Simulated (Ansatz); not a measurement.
```
CELL_PARAMETERS angstrom
     11.00000     0.00000     0.00000
      0.00000    11.00000     0.00000
      0.00000     0.00000     4.56090
ATOMIC_POSITIONS crystal
  Ir 0.50000 0.50000 0.00000
  Ir 0.50000 0.50000 0.50000
```

Computed with PBE (plane waves to 420 eV, PAW; Ansatz, a quantum-chemistry and plane-wave program). Mesh 1×1×66. Collinear spin, started with parallel moments, and moments remain. Isolated but for its images some 11 Å away. A model structure. Only distortions within the start's symmetry and period were free. Pairing along the axis, which can open a gap, is among the distortions not tried. Values not marked SOC lack spin–orbit coupling. No Hubbard term is applied. Fermi–Dirac width 0.02 eV. Buckling under compression is shut out by symmetry and the short period.

### Question
Say what this body is, and give its properties.

### Answer
Free linear chain of Ir atoms. A hypothetical model.
```
Property                              Value
---------------------  --------------------
net spin moment            1.27 μB a period
PBE gap                none (under 0.01 eV)
work function (PBE)                 5.74 eV
axial stiffness dF/dε                 83 nN
```
